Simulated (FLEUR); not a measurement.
FLEUR run on AlSn (P-6m2, 2 atoms in the cell): self-consistent single point.

Computed with LDA (Perdew-Zunger), all-electron FLAPW (FLEUR), scalar-relativistic valence in FLEUR.

The change in words: lattice scaled by 0.98. Reference geometry:
```xyz
2
Lattice="4.1981 0.0000 0.0000 -2.0991 3.6357 0.0000 0.0000 0.0000 3.3068" Properties=species:S:1:pos:R:3 pbc="T T T"
Al     0.0000     0.0000     0.0000
Sn     0.0000     2.4238     1.6534
```

Reference input (self-consistent single point, DFT, LDA (Perdew-Zunger), all-electron FLAPW (FLEUR), scalar-relativistic valence): Kmax = 4 1/bohr; GmaxXC = 16 1/bohr; xcFunctional = pz; jspins = 1; l_soc = F; mode = gauss; fermiSmearingEnergy = 0.00367493 Htr; mesh (inpgen div1-3) = 7 7 8; inpgen gamma flag = true; Gmax = 16 1/bohr; numbands = 0; maxIterBroyd = 15. This run's input differs from it in these lines:

```diff
@@ -3,5 +3,5 @@
 &input film=f /
-7.9332782416 -0.0000000233 0.0000000000
--3.9666391006 6.8704205041 0.0000000000
-0.0000000000 0.0000000000 6.2490408352
+7.7746133021 -0.0000000803 0.0000000000
+-3.8873065815 6.7330126644 0.0000000000
+0.0000000000 0.0000000000 6.1240600185
 1.0
@@ -44,5 +44,5 @@
          <bravaisMatrix>
-            <row-1>    7.9332782416000001    -0.0000000233000000     0.0000000000000000</row-1>
-            <row-2>   -3.9666391006000001     6.8704205041000002     0.0000000000000000</row-2>
-            <row-3>    0.0000000000000000     0.0000000000000000     6.2490408351999998</row-3>
+            <row-1>    7.7746133020999997    -0.0000000803000000     0.0000000000000000</row-1>
+            <row-2>   -3.8873065814999999     6.7330126644000003     0.0000000000000000</row-2>
+            <row-3>    0.0000000000000000     0.0000000000000000     6.1240600184999998</row-3>
          </bravaisMatrix>
```

Output (repeated stretches shortened):

```
 Iteration:     1   Distance:       3.46915421 me/bohr^3
 Iteration:     2   Distance:       3.25277663 me/bohr^3
 Iteration:     3   Distance:       1.33891421 me/bohr^3
 Iteration:     4   Distance:       0.20483073 me/bohr^3
 Iteration:     5   Distance:       0.18637348 me/bohr^3
   [... 5 lines left out ...]
 Iteration:    11   Distance:       0.00011031 me/bohr^3
 Iteration:    12   Distance:       0.00001482 me/bohr^3
 Iteration:    13   Distance:       0.00001410 me/bohr^3
 Iteration:    14   Distance:       0.00000188 me/bohr^3
 Run finished successfully
 Stop message:
   Structural relaxation: Done

[file out, last iteration]
             iter=     15
[...]
          total density-effective poten   -1.0596928741E+04
          total charge density-energy d   -1.7767408476E+02
 Updated energy parameters for spin:           1
[...]
 fermi energy and band-weighting factors:

[...]
FERMIE:
          first approx. to ef    (T=0)  :   0.245995 htr   (energy of the highest occ. eigenvalue)
          number of occ. states  (T=0)  :        333
          first approx. to seigv (T=0)  :  -4.728254 htr
          sum of weights of occ. states :   8.502551
          sum of semicore charge        :   0.000000 e
          fermi energy=   0.24661 har   work function=  -6.71073 ev
          number of valence electrons=  16.99999
     band-weighting factor for spin=    1
   [... lines left out ...]
          total moment                 =     0.00000
 Direct bandgap for spin            1 :    1.1656582460886467E-002  Htr
 ---->    free energy=                     -6415.7274501775 htr
   [... lines left out ...]
      extrapolation for T->0
 ---->    total electron energy=           -6415.7274501775 htr
 ***** TOTAL FORCES ON ATOMS *****
 TOTAL FORCE FOR ATOM TYPE=  1  X=  0.000   Y=  0.000   Z=  0.000
                       FX_TOT= 0.000000 FY_TOT= 0.000000 FZ_TOT= 0.000000
 TOTAL FORCE FOR ATOM TYPE=  2  X=  3.887   Y= -2.244   Z=  3.062
                       FX_TOT= 0.000000 FY_TOT= 0.000000 FZ_TOT= 0.000000
 Structural relaxation: Done
```

The run converged in 14 iterations. FLEUR gives forces in its relaxation mode, with a further iteration, so its stop message speaks of a relaxation. Against the reference run the total energy falls by 13.4 meV/atom.

The starting cell comes from a database of computed structures (which also holds hypothetical and non-ambient phases and stackings), without a prior relaxation at this level. For this run, on top of that: lattice scaled by 0.98. Values depend on the basis (sphere radii, cutoffs, local orbitals), which need not be converged. The log's line on a gap gives a spacing of levels on this mesh, which the program prints for metals too.

Cost on one core of a shared machine: roughly 50 s.
